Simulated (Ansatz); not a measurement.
System: ErPt3 (Pm-3m, No. 221). Method: r²SCAN in Ansatz (PAW).

Run with plane-wave cutoff 500 eV, 14×14×14 k mesh, Fermi–Dirac smearing 0.1 eV, spin-polarised start, scalar-relativistic PAW data made under PBE.

Computed at the level's own relaxed cell.

Q: Give the computed volume per atom and lattice constant a.

A: 
- volume per atom: 16.94 Å³/atom
- lattice constant a: 4.077 Å

Note: the magnetic order was assumed, not searched for or taken from measurement; the 4f shell is treated without U or exact exchange, so its levels and filling can be wrong.

Spin–orbit coupling is not included.

The result took very roughly 9 core-minutes.

Ansatz is an electronic-structure program.
